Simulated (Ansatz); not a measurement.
How far PBE and r2SCAN part for CdS, pressure 1.8 GPa

Consider CdS in the wurtzite structure (space group P6_3mc, No. 186; a = 4.1966 Å, c = 6.8302 Å).

(Cell as relaxed with PBE.)

Levels (all Ansatz, a first-principles code, PAW, earlier PAW set): PBE (420 eV, spin-orbit coupling left out); r2SCAN (500 eV, no SOC).

Each level relaxes its own structure.

```tsv
base	PBE	r2SCAN
volume per atom	26.04 Å³	25.41 Å³
lattice parameter a	4.197 Å	4.164 Å
band gap	1.11 eV	1.63 eV
```

Modification: cell and atoms relaxed at a pressure of 1.8 GPa.

| quantity | PBE | r2SCAN |
|---|---|---|
| band gap | 1.18 eV | 1.70 eV |
| electron mass | 0.12 mₑ along c, 0.13 mₑ across (at Γ) | 0.15 mₑ along c, 0.16 mₑ across (at Γ) |

PBE's band gap lies 0.511 eV below r2SCAN's. Neither level is exact; r2SCAN is the comparison here, not a measurement.

Load acts through the strain it causes; cell and atoms are relaxed under it. Effective masses come from finite differences of ±0.01 Å⁻¹. Whether these cells are dynamically stable was not tested.
